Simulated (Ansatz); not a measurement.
Ansatz (a first-principles code) run on Na₃Ca (P1, 4 atoms in the cell): self-consistent single point.

Computed with PBEsol, PAW files made with PBE (plane waves; Ansatz).

```
CELL_PARAMETERS angstrom
      5.35463     0.00000     0.00000
      0.00000     5.35463     0.00000
      0.00000     0.00000     5.35463
ATOMIC_POSITIONS crystal
  Na 0.00451 0.49751 0.49936
  Na 0.49938 0.00421 0.50437
  Na 0.49663 0.49667 0.99444
  Ca 0.99947 0.00161 0.00183
```

Reference input (self-consistent single point, DFT, LDA (PW92), plane waves, PAW files made with PBE): kpoints.mp_grid.grid = 4 4 4; hamiltonian.xc = lda; hamiltonian.pseudopotentials = {kind: paw} (the program's default PAW files); scf.occupations.method = gaussian; scf.occupations.width = 0.272 eV. This run's input differs from it in these lines:

Ansatz 0.2 input:
```diff
@@ -14,3 +14,3 @@
 hamiltonian:
-  xc: lda
+  xc: pbesol
   pseudopotentials:
```

Output (repeated stretches shortened):

```
SCF iter   1: F=—  HF=-6221.078947 eV  |F-HF|=—  |Δ(HF+E_count)|=         —  Δρ=5.45e-3  dr2=6.19e-2  ethr=3.10e-3  ⟨swp⟩=7.4  Hψ=9208  notcnv=0
all-band conjugate gradients solve this SCF's bands
automatic band count: the SCF goes on with 27 bands, as 23 were too few: the levels above may hold too much charge
preconditioner: auto → Kerker (q_TF=auto, 2.152 Å⁻¹)
SCF iter   2: F=—  HF=-6221.079980 eV  |F-HF|=—  |Δ(HF+E_count)|=   1.03e-3  Δρ=3.33e-3  dr2=2.89e-2  ethr=1.67e-4  ⟨swp⟩=1.0  Hψ=1260  notcnv=0
   [... lines left out ...]
SCF iter   5: F=—  HF=-6221.080972 eV  |F-HF|=—  |Δ(HF+E_count)|=   5.22e-5  Δρ=5.59e-5  dr2=8.10e-6  ethr=4.95e-7  ⟨swp⟩=2.0  Hψ=1053  notcnv=0
SCF iter   6: F=—  HF=-6221.080948 eV  |F-HF|=—  |Δ(HF+E_count)|=   2.41e-5  Δρ=2.04e-5  dr2=1.66e-6  ethr=2.19e-8  ⟨swp⟩=1.4  Hψ=1038  notcnv=0
SCF iter   7: F=—  HF=-6221.080947 eV  |F-HF|=—  |Δ(HF+E_count)|=   2.59e-7  Δρ=6.52e-6  dr2=1.73e-7  ethr=4.48e-9  ⟨swp⟩=2.0  Hψ=1014  notcnv=0
SCF iter   8: F=-6221.080947 eV  HF=-6221.080947 eV  |F-HF|=1.85e-8  |Δ(HF+E_count)|=   3.19e-8  Δρ=3.35e-6  dr2=2.79e-8  ethr=2.70e-10  ⟨swp⟩=9.6  Hψ=4453  notcnv=0
SCF 1 converged in 8 iterations: F = -6221.080947 eV  dr2 = 2.79e-8
Free energy (F): -6221.080947 eV
Internal energy: -6220.991033 eV  (E = F + TS)
E sigma→0 (E₀):  -6221.035990 eV
Entropy (-TS):   -0.089914 eV (-22.478 meV/atom)
Fermi energy:    2.497752 eV
--- Forces (eV/Å), atoms counted from 1 ---
  atom   1  Na    -0.02155223     0.02735583     0.00184659
  atom   2  Na     0.00877943    -0.02391117    -0.02738716
  atom   3  Na     0.02481751     0.03227150     0.02444716
  atom   4  Ca    -0.01204581    -0.03571854     0.00109420
--- Stress (GPa, compression-positive) ---
       -0.224996      -0.000263       0.001862
       -0.000263      -0.223554       0.003271
        0.001862       0.003271      -0.223534
  P = ⅓ Tr σ = -0.2240 GPa (-2.240 kbar)
  The stress holds the Pulay correction. Without it, at fixed plane waves, as pw.x and ABINIT print it: P = -0.2252 GPa
```

The run converged in 8 iterations. Against the reference run the pressure goes from -0.96 to -0.22 GPa and the largest force goes from 0.041 to 0.047 eV/Å.

The starting cell comes from a database of computed structures (which also holds hypothetical and non-ambient phases and stackings), without a prior relaxation at this level. Its atoms were displaced at random from the sites of space group no. 221. Ansatz's pressure includes its estimate of the finite-basis (Pulay) stress.
